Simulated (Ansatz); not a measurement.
GaN (model structure, P6₂22, No. 180, 6 atoms in the cell)

Computed with PBEsol (Ansatz, a quantum-chemistry and plane-wave program, plane waves, PAW).

Settings: plane-wave cutoff 520 eV, 12×12×6 k mesh (along the axes of the cell as run), Fermi–Dirac smearing 0.01 eV, scalar-relativistic PAW data made under PBE.

Cell (relaxed at this level):

```cif
data_Ga3N3
_chemical_formula_sum 'Ga3 N3'
_space_group_name_H-M_alt 'P 1'
_space_group_IT_number 1
_cell_length_a 3.12517
_cell_length_b 3.12517
_cell_length_c 7.35852
_cell_angle_alpha 90.000
_cell_angle_beta 90.000
_cell_angle_gamma 120.000
loop_
_space_group_symop_operation_xyz
  'x, y, z'
loop_
_atom_site_label
_atom_site_type_symbol
_atom_site_fract_x
_atom_site_fract_y
_atom_site_fract_z
_atom_site_occupancy
Ga1 Ga 0.50008 0.00000 0.66667 1
Ga2 Ga 0.00000 0.50008 0.33333 1
Ga3 Ga 0.49992 0.49992 0.00000 1
N1 N 0.50003 0.00000 0.16667 1
N2 N 0.00000 0.50003 0.83333 1
N3 N 0.49997 0.49997 0.50000 1
```

```yaml
band_gap: 1.47 eV (on the SCF k mesh)
bulk_modulus: 199 GPa
```

Note: the bulk modulus is −V dP/dV from two relaxed cells at ±2 % in volume; the relaxation could raise the start's symmetry but not lower it, so the cell can be a saddle point.

Spin–orbit coupling is not included.

Computed values are for the static lattice.

The result took around 2.8 core-minutes (rough).

A model structure was made by putting elements into a prototype or built by hand; it is no filed structure, need not be a known phase, and can be a saddle point held by its symmetry.
